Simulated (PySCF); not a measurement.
PySCF 2.14.0, CCSD (frozen core)/cc-pvdz: OB(O)[SiH2][SiH3], 12 atoms. The geometry is a generated start, not checked to be a minimum at this level.

- task = ccsd
- basis = cc-pvdz
- two-electron scheme = exact four-centre integrals
- frozen core = true
- mf.init_guess = minao (default)
- mf.DIIS = CDIIS (default)
- mf.diis_space = 8 (default)
- mf.conv_tol = 1e-09 (default)
- basis functions (reference run) = 113

On 4 threads, 1 BLAS thread. Build: conda-forge: OpenMP (GNU), OpenBLAS with its own threads, libcint, Libxc. Single runs; times are not shown.

Values of mol.max_memory tried: 8000 MB, 4000 MB, 2000 MB, 1000 MB, 500 MB, 300 MB, 200 MB.

### Question
How low can the memory setting go, and what changes on the way?

### Answer
It runs down to 200 MB, the lowest tried, with the same result. At 8000 MB: SCF integrals in memory, transformation in memory. From 1000 MB down: SCF integrals in memory, transformation through a file. From 200 MB down: direct SCF, transformation through a file.

| mol.max_memory | path | peak memory |
|---|---|---|
| 8000 MB | SCF integrals in memory, transformation in memory | 0.90 GiB |
| 4000 MB | SCF integrals in memory, transformation in memory | 0.86 GiB |
| 2000 MB | SCF integrals in memory, transformation in memory | 0.86 GiB |
| 1000 MB | SCF integrals in memory, transformation through a file | 1.1 GiB |
| 500 MB | SCF integrals in memory, transformation through a file | 1.1 GiB |
| 300 MB | SCF integrals in memory, transformation through a file | 1.1 GiB |
| 200 MB | direct SCF, transformation through a file | 0.95 GiB |

Peak memory is the kernel's count for the largest process, libraries included and scratch files not. The peak passes the setting at 1000 MB, 500 MB, 300 MB, 200 MB: it is no hard cap.
